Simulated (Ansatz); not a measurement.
## CsSnBr3: isotropic strain −4.54 %

Start from CsSnBr$_{3}$ in the cubic perovskite structure (space group Pm-3m, No. 221; a = 5.8962 Å).

The change: an isotropic linear strain of −4.54 %, atoms relaxed at fixed cell.

The values are results of PBE in Ansatz (plane waves to 420 eV, PAW, no spin-orbit coupling), earlier PAW set, not measurements. k-mesh 6×6×6 (Γ-centred); smearing 0.05 eV (Fermi–Dirac).

| quantity | base | changed | shift |
|---|---|---|---|
| volume per atom | 41.00 Å³ | 35.66 Å³ | -5.334 Å³ |
| space group | Pm-3m (No. 221) | Pm-3m (No. 221) | – |
| shortest interatomic distance | 2.948 Å | 2.814 Å | -0.134 Å |
| energy relative to the base (free energy F) | 0 meV/atom | +54 meV/atom | +54 meV/atom |
| band gap | 0.65 eV | zero | – |

Final structure:

```yaml
crystal:
  lattice:
    - [5.62855, 0.00000, 0.00000]
    - [0.00000, 5.62855, 0.00000]
    - [0.00000, 0.00000, 5.62855]
  atoms:
    - { symbol: Cs, position: [0.00000, 0.00000, 0.00000] }
    - { symbol: Sn, position: [0.50000, 0.50000, 0.50000] }
    - { symbol: Br, position: [0.00000, 0.50000, 0.50000] }
    - { symbol: Br, position: [0.50000, 0.50000, 0.00000] }
    - { symbol: Br, position: [0.50000, 0.00000, 0.50000] }
```

A case with no gap was solved on a k-mesh chosen for an insulator, which is coarse for it. No phonon test of stability was made. The final runs are not spin-polarised. Many cubic perovskites are stable only at high temperature; tilts and polar distortions were not tested. The zero or small gap of CsSnBr3 under isotropic strain −4.54 % can change with the level of theory.

Ansatz is a first-principles code.
